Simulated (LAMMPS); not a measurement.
LAMMPS 22 Jul 2025, classical MD, SNAP (Si_Zuo_JPCA2020.snapcoeff): Si, 1728 atoms.

| Property | Result |
|---|---|
| task | MD, nve |
| potential | SNAP, Si_Zuo_JPCA2020.snapcoeff Si_Zuo_JPCA2020.snapparam |
| copies of the repeat unit | 6×6×6 |
| shape (slab and sphere leave vacuum in the box) | bulk |
| steps | 400 |
| timestep | 1 fs |
| thermo | 50 |
| newton | on (default) |
| atom_modify sort (bins of 2 Å where set) | 1000 (default) |
| comm_style | brick (default) |
| box | 32.6 × 32.6 × 32.6 Å |
| start | generated diamond lattice, warmed in an untimed run |

All runs start from one configuration, warmed at this fixed volume for 300 steps under a thermostat at 900 K. The run at a skin of 2 Å has a mean temperature of 908 K and a mean pressure of 2.3 GPa.

Single runs; times are not shown.

With neigh_modify every 1 delay 0 check yes, skins of 0.1, 0.3, 0.5, 1, 1.5, 2, 3 Å were run. Further schedules:
- skin 2 Å, every 1 delay 10 check yes
- skin 1 Å, every 20 delay 0 check no
- skin 1 Å, every 100 delay 0 check no
- skin 2 Å, every 100 delay 0 check no
- skin 1 Å, every 10 delay 0 check yes
- skin 0.3 Å, every 100 delay 0 check no
- skin 2 Å, every 20 delay 0 check no

A schedule rebuilds too seldom if it shows a dangerous build, rebuilds less often than the check at every step does at that skin, or fails.

Problem. How often does the distance check rebuild the lists at each skin, and which schedules rebuild too seldom?

Solution. With the check at every step the rebuilds are 135 at 0.1 Å, 54 at 0.3 Å, 33 at 0.5 Å, 15 at 1 Å, 8 at 1.5 Å, 3 at 2 Å, 0 at 3 Å. Too seldom: skin 1 Å, every 100 delay 0 check no; skin 1 Å, every 10 delay 0 check yes; skin 0.3 Å, every 100 delay 0 check no.

```
setting                                 rebuilds  dangerous builds  list entries an atom  change of the total energy (meV/atom)
--------------------------------------  --------  ----------------  --------------------  -------------------------------------
skin 0.1 Å, every 1 delay 0 check yes        135                 —                  28.0                                +0.0016
skin 0.3 Å, every 1 delay 0 check yes         54                 —                  28.7                                +0.0016
skin 0.5 Å, every 1 delay 0 check yes         33                 —                  30.6                                +0.0016
skin 1 Å, every 1 delay 0 check yes           15                 —                  39.3                                +0.0016
skin 1.5 Å, every 1 delay 0 check yes          8                 —                  48.1                                +0.0016
skin 2 Å, every 1 delay 0 check yes            3                 —                  70.9                                +0.0016
skin 3 Å, every 1 delay 0 check yes            0                 —                   102                                +0.0016
skin 2 Å, every 1 delay 10 check yes           3                 0                  70.9                                +0.0016
skin 1 Å, every 20 delay 0 check no           20       not counted                  39.4                                +0.0016
skin 1 Å, every 100 delay 0 check no           4       not counted                  39.4                                +0.0026
skin 2 Å, every 100 delay 0 check no           4       not counted                  70.9                                +0.0016
skin 1 Å, every 10 delay 0 check yes          13                 0                  39.3                                +0.0016
skin 0.3 Å, every 100 delay 0 check no         4       not counted                  28.7                                  +0.15
skin 2 Å, every 20 delay 0 check no           20       not counted                  70.9                                +0.0016
```

Where the energy changes as in the checked runs, the late rebuilds cost nothing that shows in this run. List entries are as LAMMPS prints them (Ave neighs/atom).
